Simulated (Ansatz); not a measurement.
Electronic density of states of amorphous tellurium (Te₅₆), density 5.69 g/cm³, on a 2×2×2 Γ-centred mesh with a Gaussian width of 0.1 eV; energies count from the Fermi level, whose place inside the gap is arbitrary. Cell and mesh are small, so fine structure isn't converged. Calculation: PBE, scalar-relativistic without spin-orbit coupling, PAW (Ansatz default set, large-core Te) (plane waves to 420 eV; Ansatz, a quantum-chemistry and plane-wave program). Sampling: a 2×2×2 Γ-centred mesh; Fermi-Dirac width 0.05 eV; no spin polarisation. So small a spacing is near the smearing width and the bands' dispersion over the mesh, so it is a value of this cell and mesh.

It comes from a melt-quench run on a machine-learned potential (CHGNet), relaxed afterwards by DFT. The hot cell started wider than the set density and was brought back towards it in steps. It is the lowest in DFT energy of 4 quenches. It is a model cell: composition and starting density were chosen by hand, and all elements were melted together. No dispersion term was used. Its density started from a set value of 5.69 and ended at 5.69 g/cm³. The simulated quench (nominally 33 K/ps over its main leg) is rapid and tends to freeze in more defects than a deposited or slowly cooled glass has. Values belong to this one cell and scatter from quench to quench. The volume was held where the preparation left it and the shape relaxed, at a PBE pressure of 0.7 GPa. Stress components on the final sampling reach 0.7 GPa. On a 2×2×2 Γ-centred mesh force components of up to 0.23 eV/Å stay, since the relaxation ran on one k-point at (1/4, 1/4, 1/4).

(E - EF (eV), states/(eV atom)): (-12.00, 0.52); (-11.90, 0.46); (-11.80, 0.48); (-11.70, 0.44); (-11.60, 0.40); (-11.50, 0.37); (-11.40, 0.36); (-11.30, 0.44); (-11.20, 0.46); (-11.10, 0.41); (-11.00, 0.45); (-10.90, 0.48); (-10.80, 0.46); (-10.70, 0.45); (-10.60, 0.48); (-10.50, 0.50); (-10.40, 0.45); (-10.30, 0.37); (-10.20, 0.34); (-10.10, 0.37); (-10.00, 0.39); (-9.90, 0.42); (-9.80, 0.53); (-9.70, 0.54); (-9.60, 0.54); (-9.50, 0.49); (-9.40, 0.45); (-9.30, 0.45); (-9.20, 0.47); (-9.10, 0.39); (-9.00, 0.13); (-8.90, 0.01); (-8.80, 0.00); (-8.70, 0.00); (-8.60, 0.00); (-8.50, 0.00); (-8.40, 0.00); (-8.30, 0.00); (-8.20, 0.00); (-8.10, 0.00); (-8.00, 0.00); (-7.90, 0.00); (-7.80, 0.00); (-7.70, 0.00); (-7.60, 0.00); (-7.50, 0.00); (-7.40, 0.00); (-7.30, 0.00); (-7.20, 0.00); (-7.10, 0.00); (-7.00, 0.00); (-6.90, 0.00); (-6.80, 0.00); (-6.70, 0.00); (-6.60, 0.00); (-6.50, 0.00); (-6.40, 0.00); (-6.30, 0.00); (-6.20, 0.00); (-6.10, 0.00); (-6.00, 0.00); (-5.90, 0.00); (-5.80, 0.00); (-5.70, 0.00); (-5.60, 0.00); (-5.50, 0.05); (-5.40, 0.25); (-5.30, 0.50); (-5.20, 0.61); (-5.10, 0.69); (-5.00, 0.74); (-4.90, 0.73); (-4.80, 0.74); (-4.70, 0.73); (-4.60, 0.79); (-4.50, 0.84); (-4.40, 0.86); (-4.30, 0.86); (-4.20, 0.79); (-4.10, 0.79); (-4.00, 0.85); (-3.90, 0.86); (-3.80, 0.76); (-3.70, 0.75); (-3.60, 0.77); (-3.50, 0.78); (-3.40, 0.84); (-3.30, 0.81); (-3.20, 0.77); (-3.10, 0.72); (-3.00, 0.66); (-2.90, 0.66); (-2.80, 0.59); (-2.70, 0.54); (-2.60, 0.62); (-2.50, 0.66); (-2.40, 0.71); (-2.30, 0.74); (-2.20, 0.78); (-2.10, 0.79); (-2.00, 0.75); (-1.90, 0.81); (-1.80, 0.88); (-1.70, 0.87); (-1.60, 0.91); (-1.50, 0.90); (-1.40, 0.86); (-1.30, 0.91); (-1.20, 0.93); (-1.10, 0.94); (-1.00, 0.94); (-0.90, 0.94); (-0.80, 0.96); (-0.70, 0.85); (-0.60, 0.78); (-0.50, 0.72); (-0.40, 0.58); (-0.30, 0.45); (-0.20, 0.28); (-0.10, 0.10); (0.00, 0.03); (0.10, 0.10); (0.20, 0.26); (0.30, 0.43); (0.40, 0.55); (0.50, 0.58); (0.60, 0.66); (0.70, 0.74); (0.80, 0.74); (0.90, 0.78); (1.00, 0.82); (1.10, 0.85); (1.20, 0.88)

The gap on this mesh is 0.25 eV; the broadening fills part of it in the curve.
